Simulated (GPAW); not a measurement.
**Pressure against volume in hcp Ru (space group 194) (GPAW, LDA)**

```
Ru
1.0
    2.60460     0.00000     0.00000
   -1.30230     2.25565     0.00000
    0.00000     0.00000     4.11354
Ru
2
Cartesian
  1.30230   0.75188   3.08515
  0.00000   1.50377   1.02838
```

Computed with LDA (Perdew-Wang 92), GPAW PAW datasets LDA (gpaw-data 1.0.1) (plane waves; GPAW 25.7.0). Settings: mode = pw; ecut = 585 eV; xc = LDA; kpts = 25 25 14; mesh shift (steps) = 0 0 0; occupations.name = fermi-dirac; occupations.width = 0.05 eV; nbands = -10; convergence.forces = 0.001 eV/Å; symmetry.symmorphic = false; symmetry.tolerance = 0.0005; maxiter = 100. The cell above is the first row's. The rows scale it uniformly. In all rows fractional positions and the k mesh are held.

| V (Å^3/atom) | P (GPa) |
|---|---|
| 12.0836 | 32.14 |
| 12.3463 | 21.71 |
| 12.6090 | 12.41 |
| 12.8717 | 4.12 |
| 13.1344 | -3.28 |
| 13.3971 | -9.86 |
| 13.6598 | -15.72 |
| 13.9225 | -20.93 |
| 14.1852 | ? |

Taking a cubic for P over the 8 complete rows: With u = V - 13.0, the rows have u = -0.9164, -0.6537, -0.3910, -0.1283, 0.1344, 0.3971, 0.6598, 0.9225. Least squares gives P = 0.391 - 28.1613·u + 6.2707·u² - 0.8706·u³. Residuals (row less fit): 0.006, -0.013, -0.003, 0.011, 0.003, -0.002, -0.010, 0.005; standard error 0.011 (degrees of freedom: 4). The fitted pressure is zero at V0 = 13.01, where dP/dV = -27.99, so B0 = -V0·dP/dV = 364 GPa.

Estimate the missing P (V = 14.1852); what did the run itself give?

u = 1.1852, so P = 0.391 - 28.1613 × 1.1852 + 6.2707 × 1.1852² - 0.8706 × 1.1852³ = -25.627 GPa. The calculation gives -25.55 GPa, 0.077 GPa above the prediction (0.1 % of the range of P in the table). The row lies outside the fitted rows, so this is an extrapolation. From the scatter of the fitted rows alone, a prediction at this place has a standard error of 0.029 GPa, so the miss is 2.7 times that.

Carrying the step between the two nearest rows on in a straight line would have given -26.14, off by 0.59; series whose last step already gives the withheld value aren't shown. The scan was laid around a cell of about the measured size, scaled by a guess for this functional; axis ratios and inner coordinates come from that cell. The runs keep the symmetry of the cell, so they don't test it for distortions. Spin polarisation is off. The shape of the cell and the inner coordinates aren't relaxed, so V0 and B0 belong to this uniform scaling; a relaxed crystal lies no higher in energy and is usually softer. Cutoffs and mesh are single choices, not tested for convergence of this quantity. Series with a scatter that would blur these digits, or in which a gap closes, are not shown.
